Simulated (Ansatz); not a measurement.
The starting structures come from a database of crystals and need not be the phases stable at ambient conditions.

 Where the default PAW files enter, the runs use the earlier of Ansatz's two default sets.

Here is the system:

```
CuI
1.0
    4.36617     0.00000     0.00000
    0.00000     7.00564     0.00000
    0.00000     3.50282     3.32004
Cu I
2 2
Direct
  0.25000   0.58693   0.00000
  0.75000   0.41307   0.00000
  0.25000   0.21390   0.00000
  0.75000   0.78610   0.00000
```

Space group of this cell: Cmcm. The cell was relaxed by PBE-D3(BJ); by r2SCAN its mean pressure is 1.4 GPa.

Transport runs along the normal of the first two printed cell vectors.

No gap correction and no spin-orbit coupling; mid-gap values are interpolated between computed energies.

### Question
Compute, with Ansatz (a quantum-chemistry and plane-wave program) with r2SCAN, the band gap and the smallest decay constant κ at mid-gap.

### Answer
Gap 1.29 eV on a 8×10×10 mesh; κ = 0.240 1/Å, at the zone centre.
